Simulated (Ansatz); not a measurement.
**A computed series for Y: element substitutions**

Base system: Y in the hcp (Mg type) structure (space group P6_3/mmc, No. 194; a = 3.683 Å, c = 5.699 Å).

Each row replaces one element on all its sites; cell and atoms are relaxed.

Level of theory: Kohn–Sham DFT with the r2SCAN functional, run in Ansatz (a first-principles code) with PAW and 500 eV plane waves, spin-orbit coupling left out.

```
change  c/a ratio  volume per atom
------  ---------  ---------------
base        1.547         33.46 Å³
Y → Al      1.654         16.01 Å³
Y → Hf      1.578         22.35 Å³
Y → Sc      1.559         24.92 Å³
Y → Nb      1.835         18.56 Å³
```

Whether these cells are dynamically stable was not tested. For Al and Nb in this form, whether it has been made was not checked. All final runs are without spin polarisation. This is not the structure that Al has at room temperature and ambient pressure. This is not the structure that Nb has at room temperature and ambient pressure.
